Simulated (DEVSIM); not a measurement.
Structure: abrupt GaAs p-n junction, at 300 K.

| layer (left to right) | material | thickness (μm) | Nd (cm⁻³) | Na (cm⁻³) | τn (s) | τp (s) |
|---|---|---|---|---|---|---|
| 1 | GaAs | 0.230 | - | 2.6e17 | 5.2e-8 | 5.2e-8 |
| 2 | GaAs | 0.640 | 6.9e15 | - | 5.2e-8 | 5.2e-8 |

Left contact: ohmic. Right contact: ohmic. Voltage is applied to the left contact. Recombination: SRH at mid-gap, Auger. Mobility is μmin + (μ − μmin)/(1 + (N/Nref)^α).

Constants are typed, rounded textbook-type inputs, not results; the design itself was drawn at random and stands for no fabricated device. Values at 300 K; Nc and Nv go as T^1.5, mobilities as T to minus their exponent, the gap by Varshni's rule with the affinity fixed.

```tsv
parameter	GaAs
gap (eV)	1.424
affinity (eV)	4.07
permittivity	12.9
Nc (cm⁻³)	4.7e17
Nv (cm⁻³)	9e18
μn (cm²/Vs)	8500
μp (cm²/Vs)	400
μn,min	500
μp,min	20
Nref,n	6e16
Nref,p	1.5e17
αn	0.39
αp	0.38
T exponent of μn	2.1
T exponent of μp	2.2
Cn (cm⁶/s)	1e-30
Cp (cm⁶/s)	1e-30
Varshni α (eV/K)	0.000541
Varshni β (K)	204
```

DEVSIM, 1D drift-diffusion, Boltzmann statistics, complete ionisation; no tunnelling, impact ionisation, image-force lowering or self-heating.

The temperature was swept, all else fixed.

```
temperature (K)  dark forward voltage at 1 A/cm² (V)  potential step across the device at zero bias (V)  dark forward voltage at 100 A/cm² (V)
---------------  -----------------------------------  -------------------------------------------------  -------------------------------------
250                                            1.085                                              1.291                                  1.189
300                                            0.981                                              1.223                                  1.106
350                                       (withheld)                                              1.153                             (withheld)
400                                            0.766                                              1.080                                  0.934
450                                            0.655                                              1.005                                  0.845
500                                            0.543                                              0.928                                  0.755
```

Fill in the missing entries.


- 350, dark forward voltage at 1 A/cm² (V): 0.875
- 350, dark forward voltage at 100 A/cm² (V): 1.021
